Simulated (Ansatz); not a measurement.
# InSb (model structure, started from the CdTe type, P3₁21, No. 152, 6 atoms in the cell): properties by level of theory

```csv
level (code),equilibrium lattice constant a (Å),c axis length (Å),cohesive energy (eV/atom)
LDA (Ansatz),4.542,(withheld),(withheld)
PBEsol (Ansatz),4.589,10.023,2.91
PBE-D3(BJ) (Ansatz),4.559,(withheld),2.88
```

Task: Fill in the missing entries.

Result: 
- LDA (Ansatz, an electronic-structure program), c axis length (Å): 9.922
- LDA (Ansatz), cohesive energy (eV/atom): 3.36
- PBE-D3(BJ) (Ansatz), c axis length (Å): 10.055

Ansatz's density-functional and Hartree–Fock values are scalar-relativistic unless marked +SOC, with PAW data made under PBE.

Free atoms are spin-polarised, in the lowest state found; at levels without +SOC their spin–orbit coupling is left out.

Computed values are for the static lattice.

A model structure was made by putting elements into a prototype or built by hand; it is no filed structure, need not be a known phase, and can be a saddle point held by its symmetry.
